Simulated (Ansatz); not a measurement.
System: TaN (model structure, started from the rocksalt type, Fm-3m, No. 225, 2 atoms in the cell). Method: r²SCAN (PAW; Ansatz, a quantum-chemistry and plane-wave program).

Settings: plane-wave cutoff 560 eV, 22×22×22 k mesh, Fermi–Dirac smearing 0.05 eV, scalar-relativistic PAW data made under PBE.

Cell (relaxed at this level):

```xyz
2
Lattice="0.0000 2.1979 2.1979 2.1979 0.0000 2.1979 2.1979 2.1979 0.0000" Properties=species:S:1:pos:R:3 pbc="T T T"
N      0.0000     0.0000     0.0000
Ta     2.1979     2.1979     2.1979
```

**Question.** Give the computed bulk modulus B0.

**Answer.** 
bulk modulus B0: 353 GPa

The run finds no gap.

Note: the bulk modulus is −V dP/dV from two relaxed cells at ±2 % in volume; the relaxation could raise the start's symmetry but not lower it, so the cell can be a saddle point.

Spin–orbit coupling is not included; it can open a gap where bands touch, and shift volumes and moduli.

Computed values are for the static lattice.

A model structure was made by putting elements into a prototype or built by hand; it is no filed structure, need not be a known phase, and can be a saddle point held by its symmetry.
